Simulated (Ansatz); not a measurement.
Given:

```
SnTe
1.0
    0.00000     3.18069     3.18483
    3.18483     0.00000     3.18483
    3.18483     3.18069     0.00000
Te Sn
1 1
Direct
  0.00000   0.00000   0.00000
  0.50000   0.50000   0.50000
```

No spin polarisation.

All numbers come from plane-wave PAW DFT at the r2SCAN level (Ansatz, an electronic-structure program, 500 eV), without spin-orbit coupling. Settings: 13×13×13 k-points, 0.05 eV Fermi–Dirac smearing.

**Question.** Predict the pressure and gap character.

**Answer.** 
- Pressure (mean of the normal stresses, compression positive) = 0.6 kbar
- Gap character = direct at N

Spin-orbit coupling, missing from the scalar runs, can matter with Te. The cells carry an imposed strain or load. Stability against distortions was not tested. The cell was made from SnTe in the rock salt structure (space group Fm-3m, No. 225) by this change: uniaxial strain ε_yy = −0.13 %. A zero or small gap of SnTe can be the functional's error rather than a property of the material.
